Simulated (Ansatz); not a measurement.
Density of states of YN (Fm-3m) below the valence band maximum, HSE06, rigid bands (Ansatz, a quantum-chemistry and plane-wave program); cell volume 28.6 Å³.

```
energy from edge (eV)  10⁻³ states/eV/cell
---------------------  -------------------
0.006                                 18.8
0.031                                 45.8
0.056                                 63.3
0.081                                 78.5
0.106                                 92.4
0.131                                  106
0.156                                  119
0.181                                  133
0.206                                  146
0.231                                  159
0.256                                  173
0.281                                  188
0.319                                  211
0.344                                  227
0.369                                  244
0.394                                  263
0.419                                  284
0.444                                  340
0.469                                  453
0.494                                  541
0.519                                  631
0.544                                  736
0.569                                  928
0.594                                  990
```

Question: What effective density of states at 300 K does this give (∫ g(E) exp(−E/k_BT) dE, both spins, divided by the cell's size)?

Answer: 3.4e19 cm⁻³, a density-of-states mass of 1.22 mₑ, valleys and band degeneracy included.

Spin-orbit coupling is left out; where it splits the top of the valence band, N_v and the p-type Seebeck coefficient come out somewhat high without it. Geometry: cell and atoms relaxed with PBEsol.
